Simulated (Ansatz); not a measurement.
CsCl-type NiAl, treated with HSE06 in Ansatz (plane waves, PAW).

Settings: plane-wave cutoff 500 eV, 10×10×10 k mesh, Fermi–Dirac smearing 0.1 eV, no spin polarisation, scalar-relativistic PAW data made under PBE.

Computed at the level's own relaxed cell.

Question: Predict the volume per atom and lattice constant a.

Answer: 
- volume per atom: 11.75 Å³/atom
- lattice constant a: 2.864 Å

Measured, for comparison: equilibrium volume per atom 11.97 Å³/atom, lattice constant a 2.882 Å (extrapolated to 0 K, zero-point anharmonic expansion removed (Haas, Tran, Blaha 2009); as tabulated in Levämäki et al. (2014), arXiv:1402.3671). Computed (rounded) less measured: equilibrium volume per atom -1.8 %, lattice constant a -0.6 %.

Note: exact exchange on metals is sensitive to the k mesh and can open a false gap.

The computed numbers hold no vibrational or temperature effects.

Ansatz is a quantum-chemistry and plane-wave program.
